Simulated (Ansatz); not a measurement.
# Al2Cu (I4/mcm, No. 140)

These are r²SCAN in Ansatz (plane waves, PAW) values and carry that method's errors.

Settings: plane-wave cutoff 600 eV, 18×18×18 k mesh, Fermi–Dirac smearing 0.09 eV (set by the program), no spin polarisation, scalar-relativistic PAW data made under PBE.

Cell: relaxed at this level.

- Voigt–Reuss–Hill bulk modulus = 114 GPa
- polycrystal shear modulus (Hill average) = 44.2 GPa
- Young modulus = 117 GPa
- Poisson ratio = 0.328

Elastic constants are with the ions relaxed.

Computed values are for the static lattice.

Cost on a shared machine: very roughly 4 core-hours.

Ansatz is a first-principles code.
